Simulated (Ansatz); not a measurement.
The parent structure is RbBr in the rock salt structure (space group Fm-3m, No. 225).

```yaml
crystal:
  lattice:
    - [0.00000, 3.50886, 3.50886]
    - [3.50886, 0.00000, 3.50886]
    - [3.50886, 3.50886, 0.00000]
  atoms:
    - { symbol: Rb, position: [0.00000, 0.00000, 0.00000] }
    - { symbol: Br, position: [0.50000, 0.50000, 0.50000] }
```

All numbers come from PBE, PAW, 420 eV (Ansatz, a first-principles code; without spin-orbit coupling).

Before the change:

| Quantity | Value |
|---|---|
| Electron mass | 0.39 mₑ (at Γ) |

One thing is altered: every lattice vector is shortened by 3.00 %; the atoms relax in the strained cell.

**Question.** What does the calculation give for the electron mass after the change?

**Answer.** The electron mass goes from 0.39 mₑ (at Γ) to 0.37 mₑ (at Γ).

**Question.** Estimate the effect on the energy relative to the base.

**Answer.** The energy grows by 15 meV/atom.

The levels and masses belong to the bands next to the band gap. Effective masses come from finite differences of ±0.01 Å⁻¹. No phonon test of stability was made.
